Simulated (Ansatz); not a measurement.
Ansatz (a first-principles code), DFT, HSE06, plane waves, its default PAW files: diamond-structure Si, atoms displaced (Si16), 16 atoms. Basis and mesh were picked for this test and aren't claimed converged.

Ansatz 0.2 input:
```yaml
crystal:
  lattice:
    - [0.0, 5.431, 5.431]
    - [5.431, 0.0, 5.431]
    - [5.431, 5.431, 0.0]
  atoms:
    - { symbol: Si, position: [0.995025, 0.005053, 0.997725] }
    - { symbol: Si, position: [0.124286, 0.135512, 0.123094] }
    - { symbol: Si, position: [0.000957, 0.001413, 0.494445] }
    - { symbol: Si, position: [0.127088, 0.126812, 0.623205] }
    - { symbol: Si, position: [0.003454, 0.495258, 0.004476] }
    - { symbol: Si, position: [0.12874, 0.623627, 0.124869] }
    - { symbol: Si, position: [0.003866, 0.49332, 0.499666] }
    - { symbol: Si, position: [0.118042, 0.620004, 0.63149] }
    - { symbol: Si, position: [0.500521, 0.998685, 0.999643] }
    - { symbol: Si, position: [0.628559, 0.11867, 0.125344] }
    - { symbol: Si, position: [0.506975, 0.996905, 0.500524] }
    - { symbol: Si, position: [0.630386, 0.121198, 0.618909] }
    - { symbol: Si, position: [0.499976, 0.503741, 0.001249] }
    - { symbol: Si, position: [0.62251, 0.631872, 0.124448] }
    - { symbol: Si, position: [0.500757, 0.506045, 0.486398] }
    - { symbol: Si, position: [0.617451, 0.634674, 0.625644] }
kpoints:
  mp_grid: { grid: [2, 2, 2] }
hamiltonian:
  xc: hse06
  pseudopotentials: { kind: paw }
scf:
  occupations: { method: fixed }
output:
  forces: true
```

```bash
OMP_NUM_THREADS=32 ANSATZ_TIMINGS=1 ansatz run --backend cpu --threads 32 --max-ram 5780MiB --events-out run.ndjson --runs-dir run.runs --progress --plain run.yaml
```

The program reports k-points after symmetry: 8, bands at the start: 48, electrons: 64, plane waves at Γ: 6231, cutoff (eV): 420, FFT grid: 54×54×54, symmetry operations: 1.

Hardware: Arm Neoverse V2, 96 cores on 1 socket, no SMT, 1 L3 cache group.

On 32 threads this takes 8.2 s. Times are wall-clock medians of two to five runs, from launch to exit, with nothing else on the machine. Processes are pinned to neighbouring cores unless said otherwise. The times hold for this build (release build for Arm (Neoverse V2), one process with threads). Scratch files lie in a memory file system.

### Question
Speed this job up; the result has to stay within 1.0 meV/atom in energy, 10 meV/Å in forces (largest component). Keep to 32 cores.

### Answer
One answer among several that fit: going from --max-ram 5780MiB to --max-ram 14260MiB, one of the fastest of the measured ones that keep the result.

```diff
-OMP_NUM_THREADS=32 ANSATZ_TIMINGS=1 ansatz run --backend cpu --threads 32 --max-ram 5780MiB --events-out run.ndjson --runs-dir run.runs --progress --plain run.yaml
+OMP_NUM_THREADS=32 ANSATZ_TIMINGS=1 ansatz run --backend cpu --threads 32 --max-ram 14260MiB --events-out run.ndjson --runs-dir run.runs --progress --plain run.yaml
```

Time: 8.2 s to 6.3 s (1.3× as fast). These two results differ by: energy equal as printed, forces (largest component) equal as printed. Others tried: --max-ram 200GiB (6.3 s); --max-ram 10550MiB (6.3 s); --max-ram 7810MiB (6.8 s); --max-ram 4270MiB (7.8 s); --max-ram 3160MiB (7.8 s); --max-ram 2340MiB (14 s).
